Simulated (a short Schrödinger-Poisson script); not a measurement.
Structure: symmetric double-gate stack, SiO2 on p-type Ge(100), at 300 K.

```csv
layer,material,thickness (nm),Na (cm⁻³)
1,SiO2,3.1,-
2,Ge,4,4e16
3,SiO2,3.1,-
```

The device is made up for the run: typed textbook-type constants, with dimensions and the other settings drawn at random. SiO2: permittivity 3.9, conduction-band edge (eV) 3.1, gap (eV) 9, electron mass (mₑ) 0.5. Ge: permittivity 16, conduction-band edge (eV) 0, gap (eV) 0.664, Nv at 300 K (cm⁻³) 6e18.

Channel valleys (confinement mass, in-plane density-of-states mass, number): L4 0.12, 0.295, 4. At the gates, both at one voltage, the conduction-band edge of layer 1 lies 3.34 eV − eVg above the Fermi level of the channel. Gaps are held at their typed values at every temperature. Mesh 0.03 nm at interfaces.

Solved with a short Schrödinger-Poisson script written for these runs: 1D Poisson equation in equilibrium, electrons classical, Boltzmann, parabolic valleys, classical holes, full ionisation, no traps, pinning or gate leakage.

The same stack at other levels of the model or other numerical settings:

```tsv
run	sheet density of all electrons at Vg = 1.7 V (cm⁻²)	sheet density of all electrons at Vg = 0.5 V (cm⁻²)	capacitance of both gates at Vg = 1.7 V (μF/cm²)	rough cost against the base
base	1.92e13	3.49e12	2.15	about 1
electrons treated as classical, Fermi-Dirac	1.84e13	3.40e12	2.05	2
electrons treated as quantum, Hartree	1.58e13	1.49e12	1.97	9
mesh six times as coarse	1.90e13	3.47e12	2.14	about 1
```

The classical rows ignore confinement, and Boltzmann statistics overrate the density once the band edge passes the Fermi level.

Only the L valleys are kept; under strong confinement the Δ valleys of Ge fill too.
